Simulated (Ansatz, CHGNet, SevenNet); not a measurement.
Ti3Al (model structure, started from the D019 type, P6₃/mmc, No. 194, 8 atoms in the cell): properties by level of theory

| level (code) | lattice constant a (Å) | c axis length (Å) |
|---|---|---|
| CHGNet 0.3.0 | 5.760 | 4.684 |
| SevenNet-0 | 5.716 | 4.697 |
| LDA (Ansatz) | 5.616 | 4.566 |
| PBE-D3(BJ) (Ansatz) | 5.660 | 4.587 |

Ansatz's density-functional and Hartree–Fock values are scalar-relativistic unless marked +SOC, with PAW data made under PBE.

Computed values are for the static lattice.

A model structure was made by putting elements into a prototype or built by hand; here it ended with the formula and space group of a phase in our tables.

Ansatz is a program for electronic structure.
